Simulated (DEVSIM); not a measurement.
Device: illuminated Si n-on-p cell, one wavelength, with a back-surface field, at 300 K.

Layer 1 from the left is Si, thickness (μm) 0.110, Nd (cm⁻³) 4.9e18, τn (s) 4.9e-8, τp (s) 3.3e-8, absorption coefficient (cm⁻¹) 4800. Layer 2 from the left is Si, thickness (μm) 22.0, Na (cm⁻³) 9.7e15, τn (s) 6.3e-7, τp (s) 6.3e-7, absorption coefficient (cm⁻¹) 4800. Layer 3 from the left is Si, thickness (μm) 0.810, Na (cm⁻³) 5.9e18, τn (s) 6.3e-7, τp (s) 6.3e-7, absorption coefficient (cm⁻¹) 4800.

Left contact: ohmic, minority hole recombination velocity 80 cm/s. Right contact: ohmic, minority electron recombination velocity 70 cm/s. Voltage is applied to the left contact. Recombination: SRH at mid-gap, radiative, Auger. Light enters at the left, 2.6e18 photons cm⁻² s⁻¹, one pass, no reflection. Mobility is constant in doping.

This is a model device: material constants are rounded textbook-type values typed into the input, and sizes, dopings and lifetimes were drawn at random. Values at 300 K.

Si: gap (eV) 1.124, affinity (eV) 4.05, permittivity 11.7, Nc (cm⁻³) 2.86e19, Nv (cm⁻³) 3.1e19, μn (cm²/Vs) 1417, μp (cm²/Vs) 470, B (cm³/s) 4.7e-15, Cn (cm⁶/s) 2.8e-31, Cp (cm⁶/s) 9.9e-32.

DEVSIM, 1D drift-diffusion, Boltzmann statistics, complete ionisation; no tunnelling, impact ionisation, image-force lowering or self-heating.

Task: What does the simulation give for the short-circuit current, the fill factor?

Result: short-circuit current 411 mA/cm²; fill factor 0.83.
